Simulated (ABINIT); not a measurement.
Band structure of InSb (F-43m, 2 atoms in the cell).

```yaml
crystal:
  lattice:
    - [0.00000, 3.31661, 3.31661]
    - [3.31661, 0.00000, 3.31661]
    - [3.31661, 3.31661, 0.00000]
  atoms:
    - { symbol: In, position: [0.00000, 0.00000, 0.00000] }
    - { symbol: Sb, position: [0.25000, 0.25000, 0.25000] }
```

Computed with PBEsol, PAW (JTH v2.0 PBE PAW, files made for PBE) (plane waves; ABINIT).

Settings: pseudos = [In.GGA_PBE-JTH.xml, Sb.GGA_PBE-JTH.xml]; ecut = 40 Ry; pawecutdg = 80 Ry; pawxcdev = 0; ixc = -116133; occopt = 3; tsmear = 0.00367493 Ha; ngkpt = 6 6 6; nshiftk = 1; shiftk = 0 0 0; potentials = JTH v2.0 PBE PAW; kptopt = 1; nstep = 60.

The starting cell comes from a database of computed structures (which also holds hypothetical and non-ambient phases and stackings), without a prior relaxation at this level. Spin-orbit coupling is off. The potentials were made for another functional than the one used. The run gives no clean gap (levels at the Fermi energy touch, overlap or are partly filled at this smearing), which alone does not show that the compound is a metal.

Levels in eV from the Fermi level, bands 11 to 18:
```tsv
point	11	12	13	14	15	16	17	18
Γ	-10.41	-0.75	-0.08	-0.08	-0.08	2.86	2.86	2.86
X	-8.69	-5.73	-2.13	-2.13	1.22	1.30	7.63	7.63
W	-8.66	-5.64	-2.68	-2.56	3.15	3.83	3.95	4.80
K	-8.72	-5.62	-2.92	-1.82	1.50	3.46	5.88	6.12
L	-9.21	-5.42	-0.99	-0.99	0.27	3.69	3.69	5.91
U	-8.72	-5.62	-2.92	-1.82	1.50	3.46	5.88	6.12
```

Bands cross the Fermi level along this path, so the cell is metallic at this level.
